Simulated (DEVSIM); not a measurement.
Device: Pd/SiO2/p-Si capacitor, at 400 K.

```
layer (left to right)  material  thickness (nm)  Na (cm⁻³)
---------------------  --------  --------------  ---------
1                          SiO2            12.0          -
2                            Si             840     4.7e17
```

Metal gate on the left, work function 5.2 eV. Fixed charge at the semiconductor interface -7.4e11 cm⁻² (in units of +e); interface traps 1.5e10 cm⁻² eV⁻¹, uniform in energy, neutral level at 0.5 of the gap above the valence band.

Constants are typed, rounded textbook-type inputs, not results; the design itself was drawn at random and stands for no fabricated device. Values at 300 K; Nc and Nv go as T^1.5, mobilities as T to minus their exponent, the gap by Varshni's rule with the affinity fixed.

```csv
parameter,SiO2,Si
gap (eV),9,1.124
affinity (eV),0.9,4.05
permittivity,3.9,11.7
Nc (cm⁻³),-,2.86e19
Nv (cm⁻³),-,3.1e19
Varshni α (eV/K),-,0.000473
Varshni β (K),-,636
```

Model (solved in DEVSIM): 1D Poisson equation in equilibrium, Boltzmann statistics, complete ionisation; no quantum confinement or tunnelling. Metal contacts follow the ideal Schottky-Mott rule: no Fermi-level pinning, no interface dipoles.

Base results: minimum of the low-frequency capacitance (μF/cm²) 0.137; flat-band voltage (V) 0.62.

Q: What follows from this one change: temperature 400 → 500 K?

A: minimum of the low-frequency capacitance 0.137 → 0.148 μF/cm²; flat-band voltage 0.62 → 0.71 V.

Q: What follows from this one change: gate work function 5.2 → 4.9 eV?

A: minimum of the low-frequency capacitance little changed (0.137 μF/cm²); flat-band voltage 0.62 → 0.32 V.

Q: What follows from this one change: fixed charge -7.4e+11 → -3.5e+10 cm^-2?

A: minimum of the low-frequency capacitance little changed (0.137 μF/cm²); flat-band voltage 0.62 → 0.23 V.
